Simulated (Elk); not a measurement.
Worked example: self-consistent single point of LaAl2Cu3 (Cmmm, 6 atoms in the cell) in Elk.

Computed with PBEsol, all-electron FP-LAPW, Elk's shipped species files, APW+lo basis with extra local orbitals run with Elk.

The change in words: lattice scaled by 0.98. Reference geometry:
```yaml
crystal:
  lattice:
    - [2.68800, -4.51426, 0.00000]
    - [2.68800, 4.51426, 0.00000]
    - [0.00000, 0.00000, 4.17089]
  atoms:
    - { symbol: La, position: [0.00000, 0.00000, 0.00000] }
    - { symbol: Al, position: [0.50000, 0.00000, 0.50000] }
    - { symbol: Al, position: [0.00000, 0.50000, 0.50000] }
    - { symbol: Cu, position: [0.66109, 0.33891, 0.00000] }
    - { symbol: Cu, position: [0.33891, 0.66109, 0.00000] }
    - { symbol: Cu, position: [0.50000, 0.50000, 0.50000] }
```

Reference input (self-consistent single point, DFT, PBEsol, all-electron FP-LAPW, Elk's shipped species files, APW+lo basis with extra local orbitals): xctype = 22; rgkmax = 7.5; swidth = 0.00367493 Ha; ngridk = 5 5 6; gmaxvr = 16 1/bohr; nxlo = 2; lorbcnd = true; rmtscf = 0.94; lmaxi = 3; maxscl = 100. This run's input differs from it in these lines:

```diff
@@ -31,5 +31,5 @@
 avec
-    5.0795932716   -8.5307074964    0.0000000000
-    5.0795932716    8.5307074964    0.0000000000
-    0.0000000000    0.0000000000    7.8818473548
+    4.9780015952   -8.3600935733    0.0000000000
+    4.9780015952    8.3600935733    0.0000000000
+    0.0000000000    0.0000000000    7.7242101810
```

Output (repeated stretches shortened):

```
│ Self-consistent loop started │
│ Loop number : 1 │
 total energy                :     -13868.7862879
│ Loop number : 2 │
 total energy                :     -13876.7217196
RMS change in Kohn-Sham potential (target) :   0.7573247937     (  0.1000000000E-05)
Absolute change in total energy (target)   :    7.935431673     (  0.1000000000E-03)
│ Loop number : 3 │
 total energy                :     -13882.5963025
RMS change in Kohn-Sham potential (target) :   0.7499587652     (  0.1000000000E-05)
Absolute change in total energy (target)   :    7.858440786     (  0.1000000000E-03)
│ Loop number : 4 │
   [... lines left out ...]
Absolute change in total energy (target)   :   0.4229710212E-03 (  0.1000000000E-03)
│ Loop number : 20 │
 total energy                :     -13940.4323306
RMS change in Kohn-Sham potential (target) :   0.1069868306E-06 (  0.1000000000E-05)
Absolute change in total energy (target)   :   0.1287428149E-03 (  0.1000000000E-03)
│ Loop number : 21 │
 total energy                :     -13940.4323247
RMS change in Kohn-Sham potential (target) :   0.3061932965E-07 (  0.1000000000E-05)
Absolute change in total energy (target)   :   0.3808669499E-04 (  0.1000000000E-03)
Convergence targets achieved

│ Loop number : 22 │

Energies :
 Fermi                       :     0.326271354056
 total energy                :     -13940.4323291

Density of states at Fermi energy :    68.86781031
 (states/Hartree/unit cell)

Estimated indirect band gap :   0.3476889894E-02
 from k-point     24 to k-point     16
Estimated direct band gap   :   0.9340594363E-02
 at k-point     30

Charges :
 core                        :    90.00000000
 valence                     :    80.00000000
 interstitial                :    9.570348881
 muffin-tins (core leakage)
  species :    1 (La)
   atom    1                 :    54.30373647     (  0.5570438703E-03)
  species :    2 (Al)
   atom    1                 :    11.05131531     (  0.9656976695E-03)
   atom    2                 :    11.05131531     (  0.9656976695E-03)
  species :    3 (Cu)
   atom    1                 :    28.00972887     (  0.3601218259E-03)
   atom    2                 :    28.00972887     (  0.3601218259E-03)
   atom    3                 :    28.00382629     (  0.3585194581E-03)
 total in muffin-tins        :    160.4296511
 total calculated charge     :    169.9696358
 total charge                :    170.0000000
 error                       :   0.3036415715E-01

│ Self-consistent loop stopped │
```

The run converged in 22 iterations. The count includes the last loop, which Elk runs after its targets are met. Against the reference run the free energy goes up by 6.4 meV/atom.

The starting cell comes from a database of computed structures (which also holds hypothetical and non-ambient phases and stackings), without a prior relaxation at this level. Its lattice was rescaled by a random factor within 2.5 % of one. For this run, on top of that: lattice scaled by 0.98. Spin polarisation is off. Values depend on the basis (sphere radii, cutoffs, local orbitals), which need not be converged. The log's line on a gap gives a spacing of levels on this mesh, which the program prints for metals too.

Cost on one core of a shared machine: roughly 4 min.
